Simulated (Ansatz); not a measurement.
# Response to strain in CdI2

Take CdI2 in the CdI2 type structure (space group P-3m1, No. 164; layered, stacked along the Cartesian z axis) as the base.

```
CELL_PARAMETERS angstrom
      4.24216     0.00000     0.00000
     -2.12108     3.67382     0.00000
      0.00000     0.00000     6.82248
ATOMIC_POSITIONS crystal
  Cd 0.00000 0.00000 0.00000
  I  0.33333 0.66667 0.25360
  I  0.66667 0.33333 0.74640
```

Cartesian axes are those of the cell as printed.

Strains are applied to the cell and any free atomic positions relax; under biaxial strain the out-of-plane vector relaxes too.

All numbers come from PBE-D3(BJ) (Ansatz, a program for electronic structure, PAW, no spin-orbit coupling).

Candidates:
(a) biaxial strain −1.50 %, plane normal [001], relaxed out of plane
(b) biaxial strain −0.50 %, plane normal [001], relaxed out of plane
(c) biaxial strain +1.00 %, plane normal [001], relaxed out of plane
(d) biaxial strain +1.50 %, plane normal [001], relaxed out of plane
(e) biaxial strain +2.50 %, plane normal [001], relaxed out of plane

Problem. Order them by out-of-plane strain, highest first.

Solution. (a) biaxial strain −1.50 %, plane normal [001], relaxed out of plane (+1.19 %), (b) biaxial strain −0.50 %, plane normal [001], relaxed out of plane (+0.40 %), (c) biaxial strain +1.00 %, plane normal [001], relaxed out of plane (-0.80 %), (d) biaxial strain +1.50 %, plane normal [001], relaxed out of plane (-1.22 %), (e) biaxial strain +2.50 %, plane normal [001], relaxed out of plane (-2.04 %)

No phonon test of stability was made.
